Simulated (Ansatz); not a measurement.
## What pressure 10 GPa does to SiO2

Take SiO$_{2}$ (space group Imma, No. 74; a = 5.265 Å, b = 9.580 Å, c = 8.920 Å; a cell from a computed database, its experimental status unchecked) as the base.

Perturbation: cell and atoms relaxed at a pressure of 10 GPa.

All numbers come from PBEsol, PAW, 420 eV (Ansatz, a quantum-chemistry and plane-wave program; no SOC), earlier PAW set. Γ-centred 6×6×6 mesh, Fermi–Dirac width 0.05 eV.

The volume per atom drops by 5.394 Å³, from 18.75 Å³ to 13.35 Å³ and the density rises by 0.72 g/cm³ (1.77 g/cm³ → 2.49 g/cm³). The shortest interatomic distance drops by 0.020 Å (1.605 Å → 1.585 Å) and the enthalpy H = E + PV relative to the base's energy comes out as +0.91 eV/atom. The band gap goes up by 0.04 eV to 5.54 eV (an upper bound: an edge found on the path is not a true extremum; the changed cell).

Final structure:

```yaml
crystal:
  lattice:
    - [-2.64680, 3.50692, 4.31535]
    - [2.64680, -3.50692, 4.31535]
    - [2.64680, 3.50692, -4.31535]
  atoms:
    - { symbol: Si, position: [0.84702, 0.81786, 0.02916] }
    - { symbol: Si, position: [0.15298, 0.18214, 0.97084] }
    - { symbol: Si, position: [0.28870, 0.81786, 0.47084] }
    - { symbol: Si, position: [0.71130, 0.18214, 0.52916] }
    - { symbol: O, position: [0.01919, 0.76919, 0.25000] }
    - { symbol: O, position: [0.98081, 0.23081, 0.75000] }
    - { symbol: O, position: [0.68080, 0.50000, 0.68080] }
    - { symbol: O, position: [0.31920, 0.50000, 0.31920] }
    - { symbol: O, position: [0.31920, 0.00000, 0.81920] }
    - { symbol: O, position: [0.68080, 0.00000, 0.18080] }
    - { symbol: O, position: [0.00000, 0.00000, 0.00000] }
    - { symbol: O, position: [0.50000, 0.00000, 0.50000] }
```

Load acts through the strain it causes; cell and atoms are relaxed under it. Stability against distortions was not tested. Competing high-pressure phases were not computed.
